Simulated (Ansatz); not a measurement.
Take Pt in the fcc (Cu type) structure (space group Fm-3m, No. 225; relaxed with 0.1 eV smearing) as the base.

```
Pt
1.0
    0.00000     1.94769     1.94769
    1.94769     0.00000     1.94769
    1.94769     1.94769     0.00000
Pt
1
Direct
  0.00000   0.00000   0.00000
```

Cartesian axes are those of the cell as printed.

Method: LDA (Ansatz, a quantum-chemistry and plane-wave program, PAW, scalar-relativistic without spin-orbit coupling).

It is then changed as follows: an isotropic linear strain of −1.50 %; the atoms relax in the strained cell.

Task: Predict the stress tensor and what it implies for the stiffness.

Result: Stress of the strained cell less that of the base (GPa, compression positive):
```
   15.6     0.0     0.0
    0.0    15.6     0.0
    0.0     0.0    15.6
```

Then B = −ΔP/(ΔV/V₀) with ΔV/V₀ = -0.0443 gives secant stiffness values (nonlinear terms included at this strain): B ≈ 352 GPa.

As a check, the harmonic strain energy −½ V₀ Δσ:ε is 32 meV/atom; the computed energy rise is 30 meV/atom.

No phonon test of stability was made. The final runs are not spin-polarised.
